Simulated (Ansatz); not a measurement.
**Cs: element substitutions**

Consider Cs in the bcc (W type) structure (space group Im-3m, No. 229).

```xyz
1
Lattice="-3.0053 3.0053 3.0053 3.0053 -3.0053 3.0053 3.0053 3.0053 -3.0053" Properties=species:S:1:pos:R:3 pbc="T T T"
Cs     0.0000     0.0000     0.0000
```

Each row replaces one element on all its sites; cell and atoms are relaxed.

All numbers come from Kohn–Sham DFT with the PBEsol functional, run in Ansatz (a program for electronic structure) with PAW and 420 eV plane waves, spin-orbit coupling left out.

Candidates:
(a) Cs → Na
(b) Cs → Ba
(c) Cs → Yb

Before the change:

The lattice parameter a is 6.011 Å.

Q: Order them by lattice parameter a, highest first.

A: (b) Cs → Ba (4.882 Å), (a) Cs → Na (4.169 Å), (c) Cs → Yb (3.988 Å)

The state of the 4f shell was not checked for lower solutions. Whether these cells are dynamically stable was not tested. For Yb in this form, whether it has been made was not checked. Seeded moments were not kept for Cs → Yb. The final runs are not spin-polarised. This is not the structure that Yb has at room temperature and ambient pressure.
